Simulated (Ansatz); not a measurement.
Ladder of methods for the lattice constant a of white tin (β-Sn)

Reference value: 5.831 Å (measured, 293 K, not corrected to a static lattice; as tabulated in Wikipedia's data pages).

Problem. What do LDA, PBE, PBE-D4, r²SCAN0, Hartree–Fock give, and how far is each from the reference?

Solution. 
```tsv
level (code)	value (Å)	difference (%)
LDA (Ansatz)	5.787	-0.75
PBE (Ansatz)	5.946	+1.97
PBE-D4 (Ansatz)	5.859	+0.48
r²SCAN0 (Ansatz)	5.854	+0.39
Hartree–Fock (Ansatz)	5.965	+2.30
```

The reference is not for a static lattice or low temperature, so close values are not ranked against it. Off by more than 1.25 %, or 1.75 % on the side where a correction would as a rule narrow the miss (bounds picked here): Hartree–Fock (+2.30 %), PBE (+1.97 %).

The reference isn't brought to a static lattice, while the calculations are for one, so the differences are not the levels' errors alone.  Cutoffs and k meshes differ between the levels. Ansatz's density-functional and Hartree–Fock values are scalar-relativistic unless marked +SOC, with PAW data made under PBE.

Differences are worked out from the printed values.

Ansatz is a quantum-chemistry and plane-wave program.
